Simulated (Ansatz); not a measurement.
The parent structure is CdSe in the wurtzite structure (space group P6_3mc, No. 186; a = 4.383 Å, c = 7.154 Å). Axes: x lies along a and z along c of the hexagonal cell.

All numbers come from Ansatz (a program for electronic structure) PBE, no spin-orbit coupling.

Base values:

| Property | Result |
|---|---|
| Gap character | direct at Γ |

Modification: uniaxial strain ε_zz = +2.40 %, all other strain components held at zero, atoms relaxed at fixed cell.

### Question
What happens to the stress?

### Answer
The stress (xx, yy, zz, yz, xz, xy; compression positive) is (-0.66, -0.66, -1.71, 0.00, 0.00, 0.00) GPa.

### Question
How does this affect the gap character?

### Answer
The gap character stays direct at Γ.

No phonon test of stability was made.
